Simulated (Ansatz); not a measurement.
The reference is Zr in the hcp (Mg type) structure (space group P6_3/mmc, No. 194; a = 3.182 Å, c = 5.124 Å; relaxed with 0.1 eV smearing). Axes: x lies along a and z along c of the hexagonal cell.

Level of theory: plane-wave PAW DFT at the PBEsol level (Ansatz, a program for electronic structure, 420 eV), spin-orbit coupling left out.

Perturbation: uniaxial strain ε_xx = +1.50 %, all other strain components held at zero; the atoms relax in the strained cell.

**Question.** Predict the stress tensor and what it implies for the stiffness.

**Answer.** Stress of the strained cell less that of the base (GPa, compression positive):
```
   -2.0     0.0     0.0
    0.0    -1.1     0.0
    0.0     0.0    -1.1
```

Then −Δσ_ii/ε with ε = 0.0150 gives secant stiffness values (nonlinear terms included at this strain): C11 ≈ 132 GPa, C12 ≈ 77 GPa and C13 ≈ 72 GPa.

Stability against distortions was not tested. The final runs are not spin-polarised.
